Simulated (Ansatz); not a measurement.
## Response to strain in ZrOs

Start from ZrOs in the CsCl type structure (space group Pm-3m, No. 221; a = 3.247 Å; relaxed with 0.1 eV smearing). Axes: x, y, z lie along the cube axes.

Strains are applied to the cell and any free atomic positions relax; under biaxial strain the out-of-plane vector relaxes too.

Method: PBEsol, PAW, 420 eV (Ansatz, a first-principles code; spin-orbit coupling left out).

Candidates:
(a) strain tensor (xx, yy, zz, yz, xz, xy) = (+0.77, +0.13, +1.18, +0.89, −0.42, +0.16) %
(b) biaxial strain +1.25 %, plane normal [111], relaxed out of plane
(c) biaxial strain −0.97 %, plane normal [111], relaxed out of plane

Notes on the quantities. energy relative to the base: free energy F.

Order them by energy relative to the base, highest first.

(a) strain tensor (xx, yy, zz, yz, xz, xy) = (+0.77, +0.13, +1.18, +0.89, −0.42, +0.16) % (+7.6 meV/atom), (b) biaxial strain +1.25 %, plane normal [111], relaxed out of plane (+6.0 meV/atom), (c) biaxial strain −0.97 %, plane normal [111], relaxed out of plane (+3.7 meV/atom)

Stability against distortions was not tested. The final runs are not spin-polarised.
